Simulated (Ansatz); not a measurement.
# Point defect O interstitial started at a bond centre + Si interstitial in silicon

The numbers are results of PBE, PAW (plane waves to 420 eV; Ansatz, an electronic-structure program), not measurements. The supercell holds 64 host sites (2×2×2 repeats of the unit cell), with a 2×2×2 shifted k-point sampling for the final energies. Sites at the start: bond centre of Si and Si, 2.37 Å; void 2.43 Å away. Charged cells carry a point-charge image correction with potential alignment at far atoms. Dielectric constants: PBE linear response of the host. Host gap at this level: 0.61 eV. A cell of this size leaves errors of a few tenths of an eV. The semilocal functional narrows the gap, so deep levels can fall outside it. Spin–orbit coupling is left out. Each state is the lowest found from its start.

Formation energies E_f are given with the Fermi level at the valence-band maximum. Chemical conditions: impurity bounded by its compound with the host (Δμ(Si) = 0.00 eV, Δμ(O) = -4.17 eV, bounded by alpha cristobalite; only phases computed here count, gases as isolated molecules at 0 K). Reference phases: O: O2 molecule in a box, Si: silicon.

| charge | moment (μB) | point group | largest move off a lattice site (Å) | image correction with alignment (eV) | E_f, impurity bounded by its compound with the host (eV) |
|---|---|---|---|---|---|
| +2 | not spin-polarised | Cs | 0.44 | 0.90 | 4.50 |
| +1† | quenched | – | 0.42 | 0.34 | – |
| 0† | not spin-polarised | – | 0.44 | 0.00 | 5.15 |

† Not settled in this cell, so no level is given: charge +1: a level filled in part, carriers not clearly localised; charge 0: carriers not clearly localised.

Point groups are those of the whole cell at tolerances of 0.03 and 0.1 Å ("near" where only the looser one holds); none is given for unsettled states.

Starting moments that weren't kept: charge +1 began with 1 μB and ended with 0.0.

Flagged in the runs: a strain field that reaches the edge of the cell.
